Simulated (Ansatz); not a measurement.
Defect migration in fcc Al: Mo-vacancy pair (Mo on one host Al site, one Al site vacant), neutral cell. Calculation: PBE, PAW (plane waves to 420 eV; Ansatz, a quantum-chemistry and plane-wave program).

Cell of 32 host sites held at the relaxed PBE lattice; a 3×3×3 k-point mesh shifted by half a step; Fermi-Dirac width 0.10 eV, spin-restricted; finite-size errors left in. Energies are static. Forms of the defect that were not tried may lie lower.

Barriers: single points on a 5×5×5 k-point mesh shifted by half a step at the bands' geometries (they differ from the bands' own by up to 0.10 eV, and are uncertain by about as much).

A. a nearby Al atom hops onto the vacant site (Mo-vacancy distance between ideal sites 2.86 Å throughout); the atom moves 2.58 Å along (-0.45, 0.45, 0.00) of the unit cell; the moving atom starts with neighbours Al at 2.70, 2 Al at 2.78, Al at 2.84, Al at 2.86, 3 Al at 2.91, Al at 2.96, Al at 2.98; Mo at 2.80 Å and ends with Al at 2.70, 2 Al at 2.78, Al at 2.84, Al at 2.86, 3 Al at 2.91, Al at 2.96, Al at 2.98; Mo at 2.80 Å; saddle order not checked, on a symmetry element.
B. direct exchange of Mo with the vacancy (Mo-vacancy distance between ideal sites 2.86 Å throughout); the atom moves 3.14 Å along (0.00, 0.55, 0.55) of the unit cell; the moving atom starts with neighbours Al at 2.71, 4 Al at 2.75, 2 Al at 2.79, 4 Al at 2.80 Å and ends with Al at 2.71, 4 Al at 2.75, 2 Al at 2.79, 4 Al at 2.80 Å; saddle order not checked, on a symmetry element.

A band can be held on a symmetry element, so unchecked saddle points there may be too high.

Question: Order them by forward barrier (lowest first) at the level PBE, PAW.

Answer: A (0.41 eV), B (1.86 eV)
